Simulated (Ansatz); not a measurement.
# Response to strain in V3Si

Base system: V$_{3}$Si in the A15 (Cr3Si type) structure (space group Pm-3n, No. 223; a = 4.650 Å). Axes: x, y, z lie along the cube axes.

Strains are applied to the cell and any free atomic positions relax; under biaxial strain the out-of-plane vector relaxes too.

All numbers come from PBEsol in Ansatz (plane waves to 420 eV, PAW, no SOC).

Notes on the quantities. pressure: mean of the normal stresses, compression positive; energy relative to the base: free energy F.

| variant | pressure | space group | volume per atom | energy relative to the base |
|---|---|---|---|---|
| base | 0.0 GPa | Pm-3n (No. 223) | 12.56 Å³ | 0 meV/atom |
| biaxial strain −1.79 %, plane normal [001], relaxed out of plane | 3.3 GPa | P4_2/mmc (No. 131) | 12.38 Å³ | ? |
| biaxial strain −1.25 %, plane normal [110], relaxed out of plane | ? | Cccm (No. 66) | 12.41 Å³ | ? |
| isotropic strain −3.53 % | 27.7 GPa | Pm-3n (No. 223) | 11.28 Å³ | +101 meV/atom |
| isotropic strain +4.11 % | ? | Pm-3n (No. 223) | 14.18 Å³ | +109 meV/atom |
| uniaxial strain ε_zz = −1.10 % | 2.4 GPa | P4_2/mmc (No. 131) | 12.43 Å³ | +1.2 meV/atom |
| tensor shear ε_yz = −0.51 % | 0.0 GPa | Cccm (No. 66) | 12.56 Å³ | +0.3 meV/atom |

Some entries are withheld; estimate them.


- biaxial strain −1.79 %, plane normal [001], relaxed out of plane, energy relative to the base: +5.5 meV/atom
- biaxial strain −1.25 %, plane normal [110], relaxed out of plane, pressure: 2.8 GPa
- biaxial strain −1.25 %, plane normal [110], relaxed out of plane, energy relative to the base: +3.8 meV/atom
- isotropic strain +4.11 %, pressure: -19.6 GPa

Without a gap, meshes like the base's 10×10×10 leave anisotropic stresses uncertain by several tenths of a GPa, and small strain energies with them. Stability against distortions was not tested. Seeded moments were not kept for the base. All final runs are without spin polarisation.

Ansatz is a quantum-chemistry and plane-wave program.
